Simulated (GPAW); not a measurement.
GPAW run on FeO (Fm-3m, 4 atoms in the cell): self-consistent single point.

Level of theory: PBE, GPAW PAW datasets PBE (gpaw-data 1.0.1) (plane waves; GPAW).

The change in words: lattice scaled by 0.98. Reference geometry:
```
FeO
1.0
    4.43695     2.21848     2.21848
    2.21848     4.43695     2.21848
    2.21848     2.21848     4.43695
Fe O
2 2
Direct
  0.00000   0.00000   0.00000
  0.50000   0.50000   0.50000
  0.25000   0.25000   0.25000
  0.75000   0.75000   0.75000
```
Moments meant for the start (each program seeds them in its own way; μB, in the order of the atoms Fe Fe O O): 4.0 -4.0 0.0 0.0.

Reference input (self-consistent single point, DFT PBE, plane waves, GPAW PAW datasets PBE (gpaw-data 1.0.1)): spinpol = true; mode = pw; ecut = 900 eV; xc = PBE; kpts = 7 7 7; mesh shift (steps) = 0 0 0; occupations.name = fermi-dirac; occupations.width = 0.01 eV; nbands = -4; convergence.forces = 0.001 eV/Å; convergence.bands = -2; symmetry.symmorphic = false. This run's input differs from it in these lines:

```diff
@@ -5,5 +5,5 @@
 atoms = Atoms(['Fe', 'Fe', 'O', 'O'],
-              cell=[[4.436951, 2.218476, 2.218476],
-                    [2.218476, 4.436951, 2.218476],
-                    [2.218476, 2.218476, 4.436951]],
+              cell=[[4.348212, 2.174106, 2.174106],
+                    [2.174106, 4.348212, 2.174106],
+                    [2.174106, 2.174106, 4.348212]],
               scaled_positions=[[0.000000, 0.000000, 0.000000],
```

The program printed (abridged):

```
     iter     time        total  log10-change:         magmom
                         energy   eigst   dens  force
iter:   1 --:--:--   -33.135329   +0.25                  +0.0000
iter:   2 --:--:--   -32.773280   -1.00  -1.00           -0.0000
iter:   3 --:--:--   -31.796778   -0.34  -1.06           -0.0000
iter:   4 --:--:--   -31.771847   -1.53  -1.36           +0.0000
iter:   5 --:--:--   -31.893059   -1.00  -1.52           -0.0000
   [... 3 lines left out ...]
iter:   9 --:--:--   -31.781240   -1.52  -2.19           +0.0000
iter:  10 --:--:--   -31.813775   -1.73  -2.31           +0.0000
   [... lines left out ...]
iter:  50 --:--:--   -31.777884c  -7.14  -4.44c          +0.0038
iter:  51 --:--:--   -31.777889c  -6.73  -4.29c          +0.0062
iter:  52 --:--:--   -31.777888c  -7.18  -3.83           +0.0044
iter:  53 --:--:--   -31.777888c  -6.24  -3.94           -0.0029
iter:  54 --:--:--   -31.777886c  -7.03  -4.00           +0.0011
iter:  55 --:--:--   -31.777885c  -7.29  -4.18c          -0.0004
iter:  56 --:--:--   -31.777899c  -5.94  -4.36c          -0.0100
iter:  57 --:--:--   -31.777884c  -6.51  -3.65           -0.0025
iter:  58 --:--:--   -31.777884c  -7.40c -4.64c -3.72c   -0.0036
Converged after 58 iterations.

Dipole moment: (0.000000, 0.000000, 0.000000) |e|*Ang

Total magnetic moment: (0.000000, 0.000000, -0.003600)
Local magnetic moments:
   0 Fe ( 0.000000,  0.000000,  3.384827)
   1 Fe ( 0.000000,  0.000000, -3.387994)
   2 O  ( 0.000000,  0.000000, -0.000043)
   3 O  ( 0.000000,  0.000000, -0.000043)

Energy contributions relative to reference atoms: (reference = -73320.613802)

Kinetic:        +52.228097
Potential:      -46.895150
External:        +0.000000
XC:             -37.605079
Entropy (-ST):   -0.002095
Local:           +0.495295
SIC:             +0.000000
--------------------------
Free energy:    -31.778932
Extrapolated:   -31.777884

Spin contamination: 3.589036 electrons
Showing only first 2 kpts
                      Up                     Down
   [... lines left out ...]
Fermi level: 8.95377
No gap
   [... lines left out ...]
Energy (eV): -31.777884

Forces in eV/Ang:
  0 Fe    0.00000    0.00000   -0.00000
  1 Fe    0.00000    0.00000    0.00000
  2 O    -0.00042   -0.00042   -0.00042
  3 O     0.00042    0.00042    0.00042

Stress tensor:
     0.029855    -0.019069    -0.019069
    -0.019069     0.029855    -0.019069
    -0.019069    -0.019069     0.029855
Stress (GPa, Voigt): [ 4.7833  4.7833  4.7833 -3.0552 -3.0552 -3.0552]
```

The run converged in 58 iterations. GPAW prints stress with tension positive. Against the reference run the free energy goes down by 36.0 meV/atom.

At such cutoffs GPAW's stress carries a finite-basis (Pulay) error, which enters relaxed cells too; its log prints stress with tension positive.

The starting cell has typed, rounded lattice constants, without a prior relaxation at this level. Its lattice was rescaled by a random factor within 2.5 % of one. For this run, on top of that: lattice scaled by 0.98. The magnetic order is the one reached from the typed start; others were not searched systematically.

Cost on one core of a shared machine: roughly 6 min.
